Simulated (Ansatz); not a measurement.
A self-consistent single point of NaPt (P1, 2 atoms in the cell) with Ansatz (an electronic-structure program).

Computed with PBEsol, PAW files made with PBE (plane waves; Ansatz).

The change in words: lattice scaled by 0.98. Reference geometry:
```xyz
2
Lattice="2.8510 0.0000 0.0000 -1.4255 2.4690 0.0000 0.0000 0.0000 4.8898" Properties=species:S:1:pos:R:3 pbc="T T T"
Na     1.3681     0.9046     2.4435
Pt     0.0574     1.5644     0.0014
```

Reference input (self-consistent single point, DFT, PBEsol, plane waves, PAW files made with PBE): kpoints.mp_grid.grid = 11 11 6; hamiltonian.xc = pbesol; hamiltonian.pseudopotentials = {kind: paw} (an earlier, softer set of the program's PAW files); scf.occupations.method = gaussian; scf.occupations.width = 0.05 eV. This run's input differs from it in these lines:

```diff
@@ -2,5 +2,5 @@
   lattice:
-    - [2.850970, 0.000000, 0.000000]
-    - [-1.425485, 2.469012, 0.000000]
-    - [0.000000, 0.000000, 4.889830]
+    - [2.793951, 0.000000, 0.000000]
+    - [-1.396975, 2.419632, 0.000000]
+    - [0.000000, 0.000000, 4.792033]
   atoms:
```

Output, abridged:

```
SCF iter   1: F=—  HF=-13866.049965 eV  |F-HF|=—  |Δ(HF+E_count)|=         —  Δρ=1.98e-1  dr2=2.46e1  ethr=3.10e-3  ⟨swp⟩=5.4  Hψ=29105  notcnv=0
all-band conjugate gradients solve this SCF's bands
preconditioner: auto → Kerker (q_TF=auto, 2.647 Å⁻¹)
SCF iter   2: F=—  HF=-13861.810358 eV  |F-HF|=—  |Δ(HF+E_count)|=    4.24e0  Δρ=4.70e-2  dr2=1.78e0  ethr=3.10e-3  ⟨swp⟩=3.0  Hψ=16440  notcnv=0  defer=165
   [... lines left out ...]
SCF iter   7: F=—  HF=-13861.471700 eV  |F-HF|=—  |Δ(HF+E_count)|=   3.44e-5  Δρ=2.32e-4  dr2=1.75e-5  ethr=7.92e-7  ⟨swp⟩=2.1  Hψ=10704  notcnv=0  defer=180
SCF iter   8: F=—  HF=-13861.471695 eV  |F-HF|=—  |Δ(HF+E_count)|=   5.16e-6  Δρ=6.50e-5  dr2=1.18e-6  ethr=6.49e-8  ⟨swp⟩=2.1  Hψ=9639  notcnv=0  defer=180
SCF iter   9: F=—  HF=-13861.471695 eV  |F-HF|=—  |Δ(HF+E_count)|=   2.44e-7  Δρ=2.20e-5  dr2=2.61e-7  ethr=4.35e-9  ⟨swp⟩=2.3  Hψ=10624  notcnv=0  defer=180
SCF iter  10: F=-13861.471695 eV  HF=-13861.471695 eV  |F-HF|=3.69e-8  |Δ(HF+E_count)|=   1.57e-8  Δρ=8.29e-6  dr2=5.26e-8  ethr=3.70e-10  ⟨swp⟩=7.1  Hψ=26462  notcnv=0
SCF 1 converged in 10 iterations: F = -13861.471695 eV  dr2 = 5.26e-8
Free energy (F): -13861.471695 eV
Internal energy: -13861.470314 eV  (E = F + TS)
E sigma→0 (E₀):  -13861.471004 eV
Entropy (-TS):   -0.001382 eV (-0.691 meV/atom)
Fermi energy:    13.526063 eV
--- Forces (eV/Å), atoms counted from 1 ---
  atom   1  Na     0.12367860    -0.11303213     0.01494406
  atom   2  Pt    -0.12367641     0.11303080    -0.01494480
--- Stress (GPa, compression-positive) ---
        1.751086      -0.728074       0.012217
       -0.728074      -0.604977      -0.011130
        0.012217      -0.011130       2.882795
  P = ⅓ Tr σ = 1.3430 GPa (13.430 kbar)
  The stress holds the Pulay correction. Without it, at fixed plane waves, as pw.x and ABINIT print it: P = 1.3090 GPa
```

The run converged in 10 iterations. Against the reference run the free energy drops by 11.1 meV/atom, the pressure goes from -4.47 to 1.34 GPa and the largest force goes from 0.146 to 0.168 eV/Å.

The starting cell comes from a database of computed structures (which also holds hypothetical and non-ambient phases and stackings), without a prior relaxation at this level. Its atoms were displaced at random from the sites of space group no. 187. For this run, on top of that: lattice scaled by 0.98. Spin polarisation is off. Ansatz's pressure includes its estimate of the finite-basis (Pulay) stress.

Keys are those of Ansatz 0.2.
